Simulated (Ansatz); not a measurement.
# fcc Rh (0 0 1) on silicon (0 0 1) (film strained to the substrate, started from cuts of the bulks and a machine-learned relaxation)

A periodic stack without vacuum, fcc Rh (0 0 1) on silicon (0 0 1) (film strained to the substrate, started from cuts of the bulks and a machine-learned relaxation): substrate slab Si12, film Rh12, surface cells [[1, 0], [1, 1]] and [[0, -1], [2, 1]], film strained by +1.0 and +1.0 %, outermost planes Si/Si and Rh/Rh as cut, which need not be the usual terminations and can put a slab off its formula.

The start was prepared with a machine-learned potential, and the result is one local minimum, with the in-plane cell held and forces under 0.04 eV/Å; the film can end far from its bulk form.

The numbers are results of PBE (plane waves to 420 eV, PAW; Ansatz, a first-principles code), not measurements. Spin–orbit coupling is left out; the runs are not spin-polarised; PBE gaps are too small against experiment. Its k-point mesh 8×8×1, Fermi–Dirac width 0.05 eV.

- interface area: 15.0 Å²
- period: 27.22 Å
- gaps between the outermost planes at the two interfaces: 1.29 and 1.29 Å
- Rh–Si contacts across the interfaces within 1.22 times the sum of covalent radii: 10, mean 2.41 Å
- hole barrier (PBE): 0.31 eV
- electron barrier (PBE): 0.30 eV

```
RhSi
1.0
    3.86789     0.00000    -0.06542
    0.00000     3.86787     0.00007
   -1.47357     1.93441    27.25207
Si Rh
12 12
Direct
  0.02430   0.96417   0.07195
  0.49946   0.98882   0.02229
  0.57383   0.41440   0.17138
  0.04867   0.43961   0.12105
  0.12405   0.86408   0.27187
  0.59890   0.88928   0.22159
  0.67431   0.31375   0.37234
  0.14915   0.33895   0.32207
  0.22463   0.76342   0.47288
  0.69945   0.78863   0.42256
  0.77412   0.21421   0.57165
  0.24928   0.23886   0.52199
  0.33402   0.65431   0.69143
  0.83523   0.15311   0.69382
  0.80007   0.68823   0.62354
  0.29775   0.19053   0.61887
  0.40466   0.58367   0.83260
  0.90413   0.08424   0.83162
  0.86899   0.61936   0.76133
  0.36947   0.11879   0.76232
  0.47352   0.51481   0.97040
  0.97585   0.01251   0.97506
  0.93959   0.54873   0.90251
  0.43838   0.04993   0.90011
```
